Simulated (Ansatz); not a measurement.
Consider Ba in the fcc (Cu type) structure (space group Fm-3m, No. 225; a = 6.165 Å; a cell from a computed database, its experimental status unchecked; relaxed with 0.1 eV smearing).

Calculations: PBEsol (Ansatz, a program for electronic structure; PAW; 420 eV plane waves; without spin-orbit coupling).

Base values:

| Quantity | Result |
|---|---|
| Pressure | 0.0 GPa |
| Band gap | zero |

One thing is altered: the cell is scaled by 1.0274 in all directions; the atoms relax in the strained cell.

Task: Estimate the effect on the pressure.

Result: The pressure goes from zero to -0.6 GPa.

Task: How does this affect the energy relative to the base?

Result: The energy grows by 9.9 meV/atom.

Task: Estimate the effect on the band gap.

Result: The band gap stays zero.

Whether these cells are dynamically stable was not tested. This is not the structure that Ba has at room temperature and ambient pressure.
